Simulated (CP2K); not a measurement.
## CP2K run on La (P6_3/mmc, 4 atoms in the cell): self-consistent single point

Computed with CP2K with PBE, GPW, DZVP-MOLOPT-SR-GTH basis, GTH-PBE potentials (GTH_POTENTIALS).

This input was run:

```
&GLOBAL
  PROJECT bulk
  RUN_TYPE ENERGY_FORCE
  PRINT_LEVEL MEDIUM
&END GLOBAL
&FORCE_EVAL
  METHOD Quickstep
  STRESS_TENSOR ANALYTICAL
  &DFT
    BASIS_SET_FILE_NAME BASIS_MOLOPT_UCL
    POTENTIAL_FILE_NAME GTH_POTENTIALS
    &QS
      METHOD GPW
      EPS_DEFAULT 1E-10
    &END QS
    &MGRID
      CUTOFF 500
      REL_CUTOFF 50
      NGRIDS 5
    &END MGRID
    &SCF
      SCF_GUESS ATOMIC
      EPS_SCF 1E-7
      MAX_SCF 100
      ADDED_MOS 8
      &DIAGONALIZATION
        ALGORITHM STANDARD
      &END DIAGONALIZATION
      &MIXING
        METHOD BROYDEN_MIXING
        ALPHA 0.3
        NBUFFER 10
        BETA 1.5
      &END MIXING
      &SMEAR ON
        METHOD FERMI_DIRAC
        ELECTRONIC_TEMPERATURE [K] 1160.45
      &END SMEAR
    &END SCF
    &KPOINTS
      SCHEME MONKHORST-PACK 7 7 2
      GAMMA_CENTERED T
    &END KPOINTS
    &XC
      &XC_FUNCTIONAL PBE
      &END XC_FUNCTIONAL
    &END XC
    &PRINT
      &MO
        EIGENVALUES T
        OCCUPATION_NUMBERS T
        NDIGITS 8
        FILENAME mo
        &EACH
          QS_SCF 0
        &END EACH
        ADD_LAST NUMERIC
      &END MO
      &MULLIKEN ON
      &END MULLIKEN
    &END PRINT
  &END DFT
  &SUBSYS
    &CELL
      ABC 3.77000000 3.77000020 12.16000000
      ALPHA_BETA_GAMMA 90.00000000 90.00000000 119.99999827
      PERIODIC XYZ
    &END CELL
    &COORD
      SCALED
      La       0.00000000     0.00000000     0.50000000
      La       0.00000000     0.00000000     0.00000000
      La       0.33333333     0.66666667     0.25000000
      La       0.66666667     0.33333333     0.75000000
    &END COORD
    &KIND La
      BASIS_SET DZVP-MOLOPT-SR-GTH-q11
      POTENTIAL GTH-PBE-q11
    &END KIND
  &END SUBSYS
  &PRINT
    &FORCES ON
    &END FORCES
    &STRESS_TENSOR ON
    &END STRESS_TENSOR
  &END PRINT
&END FORCE_EVAL
```

Output, abridged:

```
 GLOBAL| Method name                                                        CP2K
 GLOBAL| Project name                                                       bulk
 GLOBAL| Run type                                                   ENERGY_FORCE

 CELL| Volume [angstrom^3]:                                           149.674197
 CELL| Vector a [angstrom]:       3.770     0.000     0.000   |a| =     3.770000
 CELL| Vector b [angstrom]:      -1.885     3.265     0.000   |b| =     3.770000
 CELL| Vector c [angstrom]:       0.000     0.000    12.160   |c| =    12.160000
 CELL| Angle (b,c), alpha [degree]:                                    90.000000
 CELL| Angle (a,c), beta  [degree]:                                    90.000000
 CELL| Angle (a,b), gamma [degree]:                                   119.999998
 CELL| Numerically orthorhombic:                                              NO
 CELL| Periodicity                                                           XYZ

 DFT| Spin restricted Kohn-Sham (RKS) calculation                            RKS
 DFT| Multiplicity                                                             1
 DFT| Number of spin states                                                    1
 DFT| Charge                                                                   0
 DFT| XC density smoothing                                                  NONE
 DFT| XC derivatives                                                          PW

 QS| Method:                                                                 GPW
 QS| Density plane wave grid type                        NON-SPHERICAL FULLSPACE
 QS| Number of grid levels:                                                    5
 QS| Density cutoff [a.u.]:                                                250.0
 QS| Multi grid cutoff [a.u.]: 1) grid level                               250.0
   [... lines left out ...]
 BRILLOUIN| Wavefunction type                                            COMPLEX
 BRILLOUIN| List of Kpoints [2 Pi/Bohr]                                       50
 BRILLOUIN| Number           Weight            X              Y              Z
 BRILLOUIN|     1           0.02041       -0.42857       -0.42857        0.00000
 BRILLOUIN|     2           0.02041       -0.42857       -0.42857        0.50000
 BRILLOUIN|     3           0.02041       -0.42857       -0.28571        0.00000
   [... 47 lines left out ...]
 *******************************************************************************

 Extrapolation method: initial_guess

 Re-scaling the density matrix to get the right number of electrons
                  # Electrons              Trace(P)               Scaling factor
                           44                44.000                        1.000

 Number of electrons:                                                         44
 Number of occupied orbitals:                                                 22
 Number of molecular orbitals:                                                30

 Number of orbital functions:                                                104
 Number of independent orbital functions:                                    104
 SCF WAVEFUNCTION OPTIMIZATION

  Step     Update method      Time    Convergence         Total energy    Change
     1 NoMix/Diag. 0.30E+00      -     1.29861887      -128.1351432406 -1.28E+02
     2 Broy./Diag. 0.30E+00      -     0.00402631      -127.3250543396  8.10E-01
     3 Broy./Diag. 0.30E+00      -     0.01565536      -126.8868244333  4.38E-01
     4 Broy./Diag. 0.30E+00      -     0.00088135      -126.7331660588  1.54E-01
     5 Broy./Diag. 0.30E+00      -     0.00157686      -126.6970978063  3.61E-02
     6 Broy./Diag. 0.30E+00      -     0.00019001      -126.6880295966  9.07E-03
     7 Broy./Diag. 0.30E+00      -     0.00029759      -126.6921929331 -4.16E-03
   [... 2 lines left out ...]
    10 Broy./Diag. 0.30E+00      -     0.00000645      -126.6925952051 -1.82E-04
    11 Broy./Diag. 0.30E+00      -     0.00000622      -126.6926162852 -2.11E-05
    12 Broy./Diag. 0.30E+00      -     0.00000023      -126.6926487888 -3.25E-05
    13 Broy./Diag. 0.30E+00      -     0.00000041      -126.6926441155  4.67E-06
    14 Broy./Diag. 0.30E+00      -     0.00000004      -126.6926433358  7.80E-07
  *** SCF run converged in    14 steps ***

  Electronic density on regular grids:        -43.9999999993        0.0000000007
  Core density on regular grids:               43.9999999945       -0.0000000055
  Total charge density on r-space grids:       -0.0000000048
  Total charge density g-space grids:          -0.0000000048

  Overlap energy of the core charge distribution:               0.00000000000000
  Self energy of the core charge distribution:               -255.20351255805053
  Core Hamiltonian energy:                                     50.17040201881306
  Hartree energy:                                              95.79849339795376
  Exchange-correlation energy:                                -17.45184302681150
  Electronic entropic energy:                                  -0.00618316747633
  Fermi energy:                                                 0.33483301770786

  Total energy:                                              -126.69264333579848
  Total energy (extrapolated to T->0):                       -126.68955175206031

                     Mulliken Population Analysis

 #  Atom  Element  Kind  Atomic population                           Net charge
       1     La       1         10.993213                              0.006787
       2     La       1         10.993213                              0.006787
       3     La       1         11.006787                             -0.006787
       4     La       1         11.006787                             -0.006787
 # Total charge                             44.000000                 -0.000000

 ENERGY| Total FORCE_EVAL ( QS ) energy [hartree]           -126.692643057294973

 FORCES| Atomic forces [hartree/bohr]
 FORCES|   Atom     x               y               z               |f|
 FORCES|      1 -4.48711369E-15 -3.97338955E-15  1.20511963E-14   1.34593219E-14
 FORCES|      2 -3.62480854E-15 -2.66153744E-14  1.66802152E-15   2.69128164E-14
 FORCES|      3  3.65496642E-09 -3.51591536E-09  1.56128784E-14   5.07153235E-09
 FORCES|      4 -3.65487811E-09  3.51596784E-09 -2.04667025E-14   5.07150509E-09
 FORCES| Sum     8.01975246E-14  2.18959553E-14  8.86539370E-15
 FORCES| Total atomic force                                       8.36042523E-14

 STRESS| Analytical stress tensor [bar]
 STRESS|                        x                   y                   z
 STRESS|      x        1.16584465904E+04   1.08750380043E+00   2.69239298893E-09
 STRESS|      y        1.08750380043E+00   1.16596792944E+04   1.49084758998E-08
 STRESS|      z        2.69239298893E-09   1.49084758998E-08   1.52123305617E+04
 STRESS| 1/3 Trace                                             1.28434854821E+04
```

The run converged in 14 iterations.

The starting cell has typed, rounded lattice constants, without a prior relaxation at this level. Values carry the incompleteness of an atom-centred basis.

Cost on one core of a shared machine: roughly 2 min.
